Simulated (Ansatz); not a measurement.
The reference is Hf in the hcp (Mg type) structure (space group P6_3/mmc, No. 194; a = 3.2042 Å, c = 5.0691 Å).

Structures relaxed with PBE, PAW, 420 eV (Ansatz, a first-principles code; without spin-orbit coupling).

Base:

Simulated powder pattern, Cu Kα1, λ = 1.54056 Å (kinematic, ideal powder, no thermal factors, no anomalous dispersion; the 8 strongest lines at most, above 2 %, up to 2θ = 90°):

```csv
2θ (°),I/Imax (%),hkl
32.23,24,(100)
35.39,25,(002)
36.90,100,(101)
48.61,16,(102)
57.47,19,(110)
64.52,20,(103)
69.33,22,(112)
70.28,16,(201)
```

After one change:

Simulated powder pattern, Cu Kα1, λ = 1.54056 Å (kinematic, ideal powder, no thermal factors, no anomalous dispersion; the 8 strongest lines at most, above 2 %, up to 2θ = 90°):

| 2θ (°) | I/Imax (%) |
|---|---|
| 33.58 | 24 |
| 36.71 | 25 |
| 38.42 | 100 |
| 50.60 | 15 |
| 60.05 | 19 |
| 67.24 | 20 |
| 72.49 | 22 |
| 73.58 | 16 |

### Question
Which of these changes matches the shifts?
(A) pressure 15 GPa
(B) pressure 4.5 GPa
(C) pressure −1 GPa
(D) pressure 30 GPa

### Answer
A, pressure 15 GPa. Its volume per atom is 20.08 Å³ against 22.54 Å³, and its space group is P6_3/mmc (No. 194).

Load acts through the strain it causes; cell and atoms are relaxed under it. Whether these cells are dynamically stable was not tested. No other phases were tried under pressure. All final runs are without spin polarisation.
